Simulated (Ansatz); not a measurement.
Consider InP in the zinc blende structure (space group F-43m, No. 216; a = 5.878 Å). Axes: x, y, z lie along the cube axes.

All numbers come from Ansatz (a program for electronic structure) PBEsol, no spin-orbit coupling.

Before the change:

- Electron mass: 0.046 mₑ (at Γ)
- Band gap: 0.57 eV

One thing is altered: uniaxial strain ε_zz = +2.50 %, all other strain components held at zero, atoms relaxed at fixed cell.

Question: Predict the new electron mass.

Answer: The electron mass changes from 0.046 mₑ (at Γ) to 0.040 mₑ along z, 0.033 mₑ across (at Γ).

Question: How does this affect the band gap?

Answer: The band gap shrinks by 0.18 eV, from 0.57 eV to 0.39 eV.

Effective masses come from finite differences of ±0.01 Å⁻¹. Whether these cells are dynamically stable was not tested.
